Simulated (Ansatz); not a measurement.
Consider a periodic stack without vacuum, rock-salt TiC (1 1 0) on zinc-blende GaSb (1 1 0) (film strained to the substrate, started from cuts of the bulks and a machine-learned relaxation; slabs Ga6Sb6 and C12Ti12, which can lie off the formulas): substrate slab Ga6Sb6, film C12Ti12, surface cells [[0, -1], [1, -1]] and [[1, 0], [1, 2]], film strained by +1.4 and +1.4 %, outermost planes GaSb/GaSb and CTi/CTi as cut, which need not be the usual terminations and can put a slab off its formula. Its start:

```yaml
crystal:
  lattice:
    - [4.39298, 0.00000, -0.00872]
    - [4.39298, 6.21261, -0.05734]
    - [0.31742, 0.32787, 22.62046]
  atoms:
    - { symbol: Ga, position: [0.81391, 0.95166, 0.13952] }
    - { symbol: Ga, position: [0.83747, 0.63737, 0.01567] }
    - { symbol: Ga, position: [0.78487, 0.96168, 0.33056] }
    - { symbol: Ga, position: [0.79806, 0.45780, 0.22937] }
    - { symbol: Ga, position: [0.91120, 0.10939, 0.53582] }
    - { symbol: Ga, position: [0.79194, 0.45374, 0.41782] }
    - { symbol: Sb, position: [0.38926, 0.14136, 0.02782] }
    - { symbol: Sb, position: [0.56083, 0.69707, 0.12758] }
    - { symbol: Sb, position: [0.54395, 0.21061, 0.23312] }
    - { symbol: Sb, position: [0.53245, 0.71404, 0.32482] }
    - { symbol: Sb, position: [0.53991, 0.19921, 0.43130] }
    - { symbol: Sb, position: [0.37886, 0.66345, 0.52894] }
    - { symbol: C, position: [0.86049, 0.15015, 0.62050] }
    - { symbol: C, position: [0.36679, 0.64616, 0.62146] }
    - { symbol: C, position: [0.61158, 0.89667, 0.68584] }
    - { symbol: C, position: [0.11266, 0.39594, 0.68612] }
    - { symbol: C, position: [0.35988, 0.64460, 0.75505] }
    - { symbol: C, position: [0.86019, 0.14454, 0.75515] }
    - { symbol: C, position: [0.10799, 0.39290, 0.82260] }
    - { symbol: C, position: [0.60795, 0.89288, 0.82257] }
    - { symbol: C, position: [0.85608, 0.14118, 0.89080] }
    - { symbol: C, position: [0.35571, 0.64112, 0.89094] }
    - { symbol: C, position: [0.60122, 0.89179, 0.95935] }
    - { symbol: C, position: [0.10420, 0.38875, 0.95885] }
    - { symbol: Ti, position: [0.11089, 0.89718, 0.68764] }
    - { symbol: Ti, position: [0.61424, 0.39415, 0.68697] }
    - { symbol: Ti, position: [0.36332, 0.14773, 0.62655] }
    - { symbol: Ti, position: [0.86655, 0.64696, 0.62606] }
    - { symbol: Ti, position: [0.60859, 0.39262, 0.82046] }
    - { symbol: Ti, position: [0.10839, 0.89280, 0.82062] }
    - { symbol: Ti, position: [0.86028, 0.64436, 0.75569] }
    - { symbol: Ti, position: [0.36068, 0.14423, 0.75632] }
    - { symbol: Ti, position: [0.10182, 0.89093, 0.95088] }
    - { symbol: Ti, position: [0.60370, 0.38901, 0.95069] }
    - { symbol: Ti, position: [0.35723, 0.13995, 0.88899] }
    - { symbol: Ti, position: [0.85681, 0.64018, 0.88735] }
```

The start was prepared with a machine-learned potential, and the result is one local minimum, with the in-plane cell held and forces under 0.04 eV/Å; the film can end far from its bulk form.

Computed with PBE (plane waves to 420 eV, PAW; Ansatz, a program for electronic structure). Scalar-relativistic, without spin–orbit coupling; the runs are not spin-polarised. Its k-point mesh 9×5×1, Fermi–Dirac width 0.05 eV.

Task: Predict the relaxed interface.

Result: 
| Quantity | Value |
|---|---|
| interface area | 27.3 Å² |
| period | 22.08 Å |
| heights between the nearest atoms of the two slabs at the two interfaces | 1.89 and 1.21 Å |
| Ga–Ti contacts across the interfaces within 1.22 times the sum of covalent radii | 7, mean 3.03 Å |
| Sb–Ti contacts across the interfaces within 1.22 times the sum of covalent radii | 7, mean 3.18 Å |
| C–Ga contacts across the interfaces within 1.22 times the sum of covalent radii | 3, mean 1.99 Å |
| C–Sb contacts across the interfaces within 1.22 times the sum of covalent radii | 3, mean 2.18 Å |
